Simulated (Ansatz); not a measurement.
Output of an Ansatz run (abridged):

```
WARN ansatz: RAYON_NUM_THREADS=1 ignored (pool sized by the plan → 1); use --threads N
Pseudopotentials: kind: paw
Pseudopotential: Ca, paw, valence charge 10
Pseudopotential: Pb, paw, valence charge 14
Crystal: 2 atoms, lattice volume = 59.754 Å³
Basis set: ecut = 420.4159175005146 eV, 1171 PW (Γ)
Bands: 16, of which v1, the nominal top of the filled ones, is band 12 counted from 1 (11 counted from 0)
Symmetry: 16 space group operations
Space group: P4/mmm (ITA 123), of the structure as read, at distance tolerance 3.9e-5 Å
k-points: 60 of 567
PAW frozen core: Ca, regenerated for the run's functional, and the local potential with it
PAW frozen core: Pb, regenerated for the run's functional, and the local potential with it
Initial density: superposition of atomic densities (neutral atoms: chi_scale 0, normalization atom), corrected by the library's trained network
Initial wavefunctions: pseudopotential atomic-orbital guess
Eigensolver: davidson
Functional: x = slater, c = lda
SCF iter   1: F=—  HF=-13376.177105 eV  |F-HF|=—  |Δ(HF+E_count)|=         —  Δρ=5.08e-3  dr2=1.02e-2  ethr=1.77e-3  ⟨swp⟩=7.2  Hψ=6013  notcnv=0
all-band conjugate gradients solve this SCF's bands
preconditioner: auto → Kerker (q_TF=auto, 2.344 Å⁻¹)
SCF iter   2: F=—  HF=-13376.175987 eV  |F-HF|=—  |Δ(HF+E_count)|=   1.12e-3  Δρ=2.55e-3  dr2=2.28e-3  ethr=4.23e-5  ⟨swp⟩=1.2  Hψ=1529  notcnv=0  defer=1
SCF iter   3: F=—  HF=-13376.175452 eV  |F-HF|=—  |Δ(HF+E_count)|=   5.35e-4  Δρ=3.53e-4  dr2=7.99e-5  ethr=9.48e-6  ⟨swp⟩=2.9  Hψ=1649  notcnv=0  defer=1
SCF iter   4: F=—  HF=-13376.175442 eV  |F-HF|=—  |Δ(HF+E_count)|=   9.89e-6  Δρ=8.03e-5  dr2=4.51e-6  ethr=3.33e-7  ⟨swp⟩=2.0  Hψ=1129  notcnv=0  defer=1
SCF iter   5: F=—  HF=-13376.175442 eV  |F-HF|=—  |Δ(HF+E_count)|=   4.45e-7  Δρ=1.89e-5  dr2=3.39e-7  ethr=1.88e-8  ⟨swp⟩=2.0  Hψ=1068  notcnv=0  defer=1
SCF iter   6: F=-13376.175442 eV  HF=-13376.175442 eV  |F-HF|=1.72e-8  |Δ(HF+E_count)|=   8.20e-9  Δρ=7.19e-6  dr2=4.17e-8  ethr=4.17e-10  ⟨swp⟩=6.2  Hψ=4637  notcnv=0
SCF 1 converged in 6 iterations: F = -13376.175442 eV  dr2 = 4.17e-8
SCF converged after 6 iterations
Free energy (F): -13376.175442 eV
Harris-Foulkes:  -13376.175442 eV  (|F-HF|=1.72e-8)
Internal energy: -13376.170411 eV  (E = F + TS)
E sigma→0 (E₀):  -13376.172927 eV
Entropy (-TS):   -0.005030 eV (-2.515 meV/atom)
Fermi energy:    8.896253 eV
--- Per-component energies (eV) ---
  E_band       = -188.850867
  E_kinetic    = 568.873717
  E_local      = -1796.950121  (includes V_loc(G=0)·N_el)
  E_nonlocal   = 420.442150
  E_hartree    = 664.412272
  E_xc         = -354.011803
  E_vxc        = -303.260412  (∫ρ·V_xc dr)
  E_paw        = -10921.183689  (= ΣΔE_a)
  E_vpaw       = -406.784166  (= ΣTr[D̂ρ^β])
  E_aug_tail   = 0.000042  (compensation charges beyond the density's cutoff)
  E_ewald      = -1957.958432
  E_core_change = 0.205452  (= ΣΔE_core)
  E_smearing   = -0.005030  (= −TS)
  E_closure    = -0.000000  (closes the sum)
  Σ components = -13376.175442   (vs F -13376.175442, Δ=0.00e0)
--- Forces (eV/Å), atoms counted from 1 ---
  atom   1  Ca    -0.00000000     0.00000000     0.00000000
  atom   2  Pb     0.00000000    -0.00000000     0.00000000
  max |Σ_I F_I| component: 8.18e-30 eV/Å
--- Stress (GPa, compression-positive) ---
       -2.861745       0.000000       0.000000
        0.000000      -2.861745       0.000000
        0.000000       0.000000      -4.316260
  P = ⅓ Tr σ = -3.3466 GPa (-33.466 kbar)
  The stress holds the Pulay correction. Without it, at fixed plane waves, as pw.x and ABINIT print it: P = -3.3569 GPa
--- Band table (eV; the first three rows and the last of 60) ---
  k-point 0: bands = ["-32.1831", "-13.4125", "-13.3719", "-13.3719", "-7.6178", "-7.4699", "-7.4018", "-7.4018", "-7.3991", "-0.9213", "8.3674", "8.9283", "10.1202", "12.2939", "12.2939", "12.6164"]
  k-point 1: bands = ["-32.1829", "-13.4167", "-13.3721", "-13.3721", "-7.6175", "-7.4662", "-7.4013", "-7.4013", "-7.3990", "-0.8309", "7.0371", "10.1327", "10.1623", "11.7399", "11.7399", "13.1070"]
  k-point 2: bands = ["-32.1827", "-13.4263", "-13.3724", "-13.3724", "-7.6169", "-7.4577", "-7.4002", "-7.4002", "-7.3988", "-0.6066", "5.7391", "10.1614", "11.1309", "11.2475", "11.2475", "13.2921"]
  k-point 59: bands = ["-32.1528", "-13.5345", "-13.5342", "-13.3855", "-7.5382", "-7.4656", "-7.4644", "-7.3307", "-7.2975", "2.2511", "7.0390", "7.1249", "7.4864", "11.7406", "12.1139", "12.1731"]
```

The structure:

```xyz
2
Lattice="3.5845 0.0000 0.0000 0.0000 3.5845 0.0000 0.0000 0.0000 4.6506" Properties=species:S:1:pos:R:3 pbc="T T T"
Ca     0.0000     0.0000     0.0000
Pb     1.7922     1.7922     2.3253
```

Problem. Reconstruct the input of this run.

Solution. Other spellings and defaults could give the same log, and not every line can be read from it. The input that was run (DFT, LDA (PW92), plane waves, default PAW files made with PBE):

Ansatz 0.2 input:
```yaml
crystal:
  lattice:
    - [3.584473, 0.000000, 0.000000]
    - [0.000000, 3.584473, 0.000000]
    - [0.000000, 0.000000, 4.650648]
  atoms:
    - { symbol: Ca, position: [0.000000, 0.000000, 0.000000] }
    - { symbol: Pb, position: [0.500000, 0.500000, 0.500000] }
basis:
  ecutwfc: 30.9 Ry
kpoints:
  mp_grid: { grid: [9, 9, 7] }
hamiltonian:
  xc: lda
  pseudopotentials: { kind: paw }
scf:
  occupations: { method: gaussian, width: 0.0073 Ry }
output:
  forces: true
  eigenvalues: true
  stress: true
```

The starting cell comes from a database of computed structures (which also holds hypothetical and non-ambient phases and stackings), without a prior relaxation at this level. Its lattice was rescaled by up to half a per cent. Spin-orbit coupling is off. With a pressure of about -3 GPa the cell is away from its equilibrium volume at this level. Ansatz's pressure includes its estimate of the finite-basis (Pulay) stress.

Ansatz is a program for electronic structure.
